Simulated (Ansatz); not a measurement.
**Convergence study of the plane-wave cutoff for Li3Ag (I4mm, 4 atoms in the cell)**

```
CELL_PARAMETERS angstrom
     -2.10280     2.10280     3.65758
      2.10280    -2.10280     3.65758
      2.10280     2.10280    -3.65758
ATOMIC_POSITIONS crystal
  Li 0.25000 0.75000 0.50000
  Li 0.75000 0.25000 0.50000
  Li 0.50684 0.50684 0.00000
  Ag 0.00000 0.00000 0.00000
```

Method of the run: PBEsol, default PAW files made with PBE (plane waves; Ansatz, a first-principles code).

Base settings: basis.ecutwfc = 420 eV; kpoints.mp_grid.grid = 11 11 11; hamiltonian.xc = pbesol; hamiltonian.pseudopotentials = {kind: paw} (the program's default PAW files); scf.occupations.method = gaussian; scf.occupations.width = 0.1 eV.

The second cell is the first with its lattice scaled by 0.98.

The mesh stays at the base's, so the ladder's end is converged at best in this setting alone.

The first pressure column holds Ansatz's estimate of the finite-basis (Pulay) stress, which hides part of the cutoff error; the other is without it.

Only quantities that move along the ladder and can be compared are tabulated.

The count of work is k-points × plane waves × bands × iterations; it is no time. 

The starting cell comes from a database of computed structures (which also holds hypothetical and non-ambient phases and stackings), without a prior relaxation at this level. Its lattice was rescaled by up to half a per cent. One atom was moved a little off its site on purpose.

Steps (basis.ecutwfc): 145 eV; 170 eV; 190 eV; 210 eV; 230 eV; 250 eV; 295 eV; 335 eV; 380 eV; 420 eV; 460 eV; 505 eV; 565 eV; 630 eV; 735 eV; 840 eV; 1010 eV.

**Question.** What is the coarsest basis.ecutwfc that holds the pressure within 0.05 GPa of the last step, with all finer ones?

**Answer.** 295 eV, at 0.18 of the last step's count of work; the step before is off by 0.11 GPa.

**Question.** What is the coarsest basis.ecutwfc that holds the forces within 0.02 eV/Å of the last step, with all finer ones?

**Answer.** 190 eV, at 0.11 of the last step's count of work; the step before is off by 0.028 eV/Å.

**Question.** What is the coarsest basis.ecutwfc that holds the pressure without the Pulay estimate within 0.1 GPa of the last step, with all finer ones?

**Answer.** 380 eV, at 0.23 of the last step's count of work; the step before is off by 0.57 GPa.

| basis.ecutwfc | free energy less the last step's (meV/atom) | energy of the compressed cell less the first (meV/atom) | pressure (GPa) | pressure without the Pulay estimate (GPa) | largest difference of a force vector from the last step's (eV/Å) | count of work / last |
|---|---|---|---|---|---|---|
| 145 eV | 19841.51 | 7.91 | -2.83 | -637.57 | 0.014 | 0.087 |
| 170 eV | 8389.80 | 20.63 | 0.97 | -333.30 | 0.028 | 0.10 |
| 190 eV | 4035.04 | 36.91 | 2.37 | -187.22 | 0.003 | 0.11 |
| 210 eV | 1878.15 | 13.63 | 0.90 | -100.90 | 0.015 | 0.10 |
| 230 eV | 844.23 | 7.09 | 0.36 | -52.34 | 0.004 | 0.12 |
| 250 eV | 362.92 | 4.22 | -0.10 | -25.96 | 0.003 | 0.15 |
| 295 eV | 43.37 | 5.64 | 0.03 | -4.35 | 0.001 | 0.18 |
| 335 eV | 4.49 | 5.58 | 0.02 | -0.56 | 0.000 | 0.19 |
| 380 eV | 0.88 | 5.51 | 0.01 | 0.00 | 0.000 | 0.23 |
| 420 eV | 0.72 | 5.50 | 0.01 | 0.00 | 0.000 | 0.27 |
| 460 eV | 0.48 | 5.51 | 0.01 | 0.00 | 0.000 | 0.31 |
| 505 eV | 0.31 | 5.50 | 0.01 | 0.01 | 0.000 | 0.36 |
| 565 eV | 0.24 | 5.50 | 0.01 | 0.01 | 0.000 | 0.42 |
| 630 eV | 0.19 | 5.50 | 0.01 | 0.01 | 0.000 | 0.50 |
| 735 eV | 0.11 | 5.51 | 0.01 | 0.01 | 0.000 | 0.62 |
| 840 eV | 0.05 | 5.51 | 0.01 | 0.01 | 0.000 | 0.74 |
| 1010 eV | 0.00 | 5.50 | 0.01 | 0.01 | 0.000 | 1.0 |

The energy difference between the two cells stays within 1 meV/atom of the last step's from 295 eV on, the total only from 380 eV on: much of the error is common to both cells and cancels.

At the lowest cutoff the pressure without the Pulay estimate lies 638 GPa under the last step's, the usual sign of Pulay stress in an incomplete plane-wave basis.

Keys are those of Ansatz 0.2.
